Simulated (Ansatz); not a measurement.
Structures of equal composition on the (111)B surface of zinc-blende GaSb (Sb plane on top): 2x2 Ga adatom at H3; 2x2 Ga adatom at T1; 2x2 Ga adatom at T4. The slabs share one bottom face, and each structure is named by its start. These are constructed structures in small cells; real faces may alloy, dewet or reconstruct in larger ones, and not all known structures of the face are among them. Slabs of about 15 Å with all that they carry, Fermi-Dirac smearing of 0.025 eV. Bottom of the slabs: H caps. Relaxed from the named starts with such symmetry as they have, on meshes of like density; energies extrapolated to zero smearing; no spin-orbit coupling, no U. Spin-polarised runs, if any, are marked in brackets, and their order is one that fits the cell; the others ran without spin. Where a second, spin-polarised start was run, the lower counts.

Host crystal: zinc-blende GaSb, a metal or without a clear band gap (PBE, scalar-relativistic without spin-orbit coupling).

Computed with PBE (plane waves to 420 eV, PAW; Ansatz, a quantum-chemistry and plane-wave program).

Question: Rank these by energy per 1x1 cell (lowest first), as PBE gives it.

Answer: 2x2 Ga adatom at T4 (0.000 eV, no gap over 0.04 eV on the mesh), 2x2 Ga adatom at H3 (0.011 eV, no gap over 0.04 eV on the mesh), 2x2 Ga adatom at T1 (0.257 eV, no gap over 0.04 eV on the mesh)
